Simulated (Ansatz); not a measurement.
The starting structures come from a database of crystals and need not be the phases stable at ambient conditions.

Tunnelling through a barrier is set by its complex band structure: the current falls as exp(−2κd) with the smallest κ.

Consider the following.

```yaml
crystal:
  lattice:
    - [5.52859, 0.00000, 0.00000]
    - [-0.13325, 7.86445, 0.00000]
    - [2.69767, 3.93222, 2.79741]
  atoms:
    - { symbol: La, position: [0.50000, 0.75000, 0.00000] }
    - { symbol: La, position: [0.50000, 0.25000, 0.00000] }
    - { symbol: Ga, position: [0.00000, 0.00000, 0.00000] }
    - { symbol: Ga, position: [0.00000, 0.50000, 0.00000] }
    - { symbol: O, position: [0.06915, 0.25000, 0.43085] }
    - { symbol: O, position: [0.93085, 0.75000, 0.56915] }
    - { symbol: O, position: [0.93085, 0.68085, 0.13829] }
    - { symbol: O, position: [0.06915, 0.31915, 0.86171] }
    - { symbol: O, position: [0.50000, 0.81915, 0.43085] }
    - { symbol: O, position: [0.50000, 0.18085, 0.56915] }
```

Space group of this cell: R-3c. The cell is taken as given; by r2SCAN its mean pressure is -4.9 GPa.

Transport runs along the normal of the first two printed cell vectors, the (110) plane of the conventional cell.

No gap correction and no spin-orbit coupling; mid-gap values are interpolated between computed energies.

Q: Estimate the band gap and the smallest decay constant κ at mid-gap that r2SCAN in Ansatz (a program for electronic structure) returns for this system.

A: Gap 4.06 eV on a 12×12×12 mesh; κ = 0.420 1/Å, at (0.333, 0.500) of the in-plane reciprocal vectors. At the zone centre, at the nearest computed energy, the slowest state has κ = 0.43 1/Å.
